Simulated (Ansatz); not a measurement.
The starting structures come from a database of crystals and need not be the phases stable at ambient conditions.

Data:

```xyz
12
Lattice="6.5661 0.0000 0.0000 -3.0783 8.6769 0.0000 -1.5391 4.3385 3.3450" Properties=species:S:1:pos:R:3 pbc="T T T"
Mg     0.3210     2.0949     0.6884
Mg     1.6276    10.9205     2.6566
Mg    -0.1163     6.5820     0.6884
Mg     2.0649     6.4333     2.6566
B      1.8463     8.6769     0.7712
B      0.1024     4.3385     2.5739
Br     3.3854     4.3385     0.8748
Br    -1.4368     8.6769     2.4702
N      4.9042     1.3459     0.7613
N     -2.9555    11.6695     2.5838
N      1.8666     7.3310     0.7613
N      0.0820     5.6843     2.5838
```

The cell is taken as given; by r2SCAN it stands under a pressure of -2.4 GPa.

Transport runs along the normal of the first two printed cell vectors.

The gap is the functional's own, uncorrected, and κ follows it; spin-orbit coupling is left out. Mid-gap means the computed energy nearest the middle.

Question: Compute, with r2SCAN in Ansatz (a quantum-chemistry and plane-wave program), the band gap and the smallest decay constant κ at mid-gap.

Answer: Gap 3.84 eV on a 6×10×10 mesh; κ = 0.288 1/Å, at the zone centre.
